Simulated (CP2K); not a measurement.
Converging the k-point mesh: a (110) slab of SbAs (cut from a parent of space group no. 160; 6 atoms in the cell)

```yaml
crystal:
  lattice:
    - [5.96953, 0.00000, 0.00000]
    - [-5.50419, 4.35775, 0.00000]
    - [0.00000, 0.00000, 18.05319]
  atoms:
    - { symbol: As, position: [0.68731, 0.20821, 0.38774] }
    - { symbol: As, position: [0.68731, 0.70821, 0.50000] }
    - { symbol: As, position: [0.68731, 0.20821, 0.61226] }
    - { symbol: Sb, position: [0.31270, 0.29180, 0.38774] }
    - { symbol: Sb, position: [0.31270, 0.79180, 0.50000] }
    - { symbol: Sb, position: [0.31270, 0.29180, 0.61226] }
```

Method: LDA (Pade form), GPW, DZVP-MOLOPT-SR-GTH basis, GTH-PADE potentials (GTH_POTENTIALS) (CP2K).

Base settings: CUTOFF = 400 Ry; REL_CUTOFF = 50 Ry; SMEAR/METHOD = FERMI_DIRAC; ELECTRONIC_TEMPERATURE = 1160.45 K; KPOINTS/SCHEME = MONKHORST-PACK 4 4 1; GAMMA_CENTERED = T; XC_FUNCTIONAL = PADE; As/BASIS_SET = DZVP-MOLOPT-SR-GTH-q5; As/POTENTIAL = GTH-PADE-q5; Sb/BASIS_SET = DZVP-MOLOPT-SR-GTH-q5.

Moved along: GAMMA_CENTERED.

Only quantities that move along the ladder and can be compared are tabulated.

The starting cell comes from a database of computed structures (which also holds hypothetical and non-ambient phases and stackings), without a prior relaxation at this level. The slab is cut from that crystal, and its faces are unrelaxed. Its lattice was rescaled by up to half a per cent. Spin polarisation is off, though cut faces can carry moments; the slab shows no gap. Values carry the incompleteness of an atom-centred basis. In the base run, forces exceed 1 eV/Å. Without a gap this mesh is coarse (it stands for a supercell whose shortest in-plane vector is 18 Å).

Steps (KPOINTS/SCHEME): MONKHORST-PACK 2 2 1; MONKHORST-PACK 3 2 1; MONKHORST-PACK 3 3 1; MONKHORST-PACK 4 3 1; MONKHORST-PACK 4 4 1; MONKHORST-PACK 5 4 1; MONKHORST-PACK 6 5 1; MONKHORST-PACK 7 6 1; MONKHORST-PACK 8 7 1; MONKHORST-PACK 9 8 1; MONKHORST-PACK 10 9 1; MONKHORST-PACK 12 10 1; MONKHORST-PACK 14 12 1; MONKHORST-PACK 17 14 1; MONKHORST-PACK 20 17 1; MONKHORST-PACK 23 20 1.

**Question.** What is the coarsest KPOINTS/SCHEME that holds the free energy within 2 meV/atom of the last step, with all finer ones?

**Answer.** MONKHORST-PACK 6 5 1; the step before is off by 3.7 meV/atom.

**Question.** What is the coarsest KPOINTS/SCHEME that holds the forces within 0.01 eV/Å of the last step, with all finer ones?

**Answer.** MONKHORST-PACK 9 8 1; the step before is off by 0.014 eV/Å.

| KPOINTS/SCHEME | free energy less the last step's (meV/atom) | largest difference of a force vector from the last step's (eV/Å) |
|---|---|---|
| MONKHORST-PACK 2 2 1 | 160.21 | 0.577 |
| MONKHORST-PACK 3 2 1 | 11.30 | 0.162 |
| MONKHORST-PACK 3 3 1 | -5.34 | 0.149 |
| MONKHORST-PACK 4 3 1 | -0.12 | 0.064 |
| MONKHORST-PACK 4 4 1 | 5.07 | 0.073 |
| MONKHORST-PACK 5 4 1 | 3.68 | 0.054 |
| MONKHORST-PACK 6 5 1 | 0.83 | 0.018 |
| MONKHORST-PACK 7 6 1 | 0.18 | 0.023 |
| MONKHORST-PACK 8 7 1 | -0.34 | 0.014 |
| MONKHORST-PACK 9 8 1 | -0.05 | 0.006 |
| MONKHORST-PACK 10 9 1 | -0.07 | 0.005 |
| MONKHORST-PACK 12 10 1 | -0.07 | 0.003 |
| MONKHORST-PACK 14 12 1 | -0.02 | 0.001 |
| MONKHORST-PACK 17 14 1 | 0.00 | 0.000 |
| MONKHORST-PACK 20 17 1 | 0.00 | 0.000 |
| MONKHORST-PACK 23 20 1 | 0.00 | 0.000 |
